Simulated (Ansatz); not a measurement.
# Al: response to strain

The parent structure is Al in the fcc (Cu type) structure (space group Fm-3m, No. 225; relaxed with 0.1 eV smearing).

```yaml
crystal:
  lattice:
    - [0.00000, 2.02062, 2.02062]
    - [2.02062, 0.00000, 2.02062]
    - [2.02062, 2.02062, 0.00000]
  atoms:
    - { symbol: Al, position: [0.00000, 0.00000, 0.00000] }
```

Strains are applied to the cell and any free atomic positions relax.

Level of theory: Ansatz (a quantum-chemistry and plane-wave program) PBE, no spin-orbit coupling.

Notes on the quantities. energy relative to the base: free energy F.

```tsv
change	energy relative to the base	pressure	shortest interatomic distance
base	0 meV/atom	0.0 GPa	5.400 bohr
isotropic strain −3.00 %	+36 meV/atom	8.7 GPa	5.238 bohr
isotropic strain −2.50 %	+25 meV/atom	7.0 GPa	5.265 bohr
isotropic strain −2.00 %	+15 meV/atom	5.4 GPa	5.292 bohr
isotropic strain −1.00 %	+3.7 meV/atom	2.5 GPa	5.346 bohr
isotropic strain −0.50 %	+0.9 meV/atom	1.2 GPa	5.373 bohr
isotropic strain +0.50 %	+0.9 meV/atom	-1.1 GPa	5.427 bohr
isotropic strain +2.00 %	+13 meV/atom	-4.0 GPa	5.508 bohr
isotropic strain +2.50 %	[?]	[?]	5.535 bohr
isotropic strain +3.00 %	+29 meV/atom	-5.6 GPa	5.562 bohr
```

Task: What belongs in the blanks?

Result: 
- isotropic strain +2.50 %, energy relative to the base: +21 meV/atom
- isotropic strain +2.50 %, pressure: -4.8 GPa

Stability against distortions was not tested.
